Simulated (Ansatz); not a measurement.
PrC2 (I4/mmm, No. 139; cell taken from a computed entry), treated with LDA in Ansatz (plane waves, PAW).

Numerical settings: plane-wave cutoff 500 eV, 14×14×14 k mesh, Fermi–Dirac smearing 0.05 eV, spin-polarised start, scalar-relativistic PAW data made under PBE.

Computed at the level's own relaxed cell.

Task: Estimate the volume per atom, lattice parameter a and lattice parameter c that the calculation returns.

Result: 
- volume per atom = 13.90 Å³/atom
- lattice parameter a = 3.665 Å
- lattice parameter c = 6.209 Å

The run finds no gap.

Note: the magnetic order was assumed, not searched for or taken from measurement; the relaxation could not lower the start's symmetry, so the cell can be a saddle point above a distorted one; the 4f shell is treated without U or exact exchange, so its levels and filling can be wrong.

Spin–orbit coupling is not included.

Static lattice: no zero-point or thermal effects.

Cost on a shared machine: roughly 5 core-minutes.

Ansatz is a program for electronic structure.
